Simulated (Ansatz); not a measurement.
The parent structure is GaCuSe2 in the chalcopyrite structure (space group I-42d, No. 122; a = 5.508 Å, c = 10.962 Å). Axes: x, y, z lie along a, b, c of the conventional cell.

Level of theory: Ansatz (a quantum-chemistry and plane-wave program), LDA, PAW, cutoff 420 eV, no SOC.

For the base:

- Pressure = 0.00 GPa
- Valence-band top at Γ = 0.00, -0.09, -0.09 eV

Modification: uniaxial strain ε_xx = −1.50 %, all other strain components held at zero, atoms relaxed at fixed cell.

Problem. How does this affect the pressure?

Solution. The pressure (mean of the normal stresses, compression positive) goes from zero to 1.22 GPa.

Problem. Predict the new valence-band top at Γ.

Solution. The valence-band top at Γ (three highest levels, from the VBM) goes from 0.00, -0.09, -0.09 eV to 0.00, -0.04, -0.09 eV.

The levels and masses belong to the bands next to the band gap. Stability against distortions was not tested. The final runs are not spin-polarised.
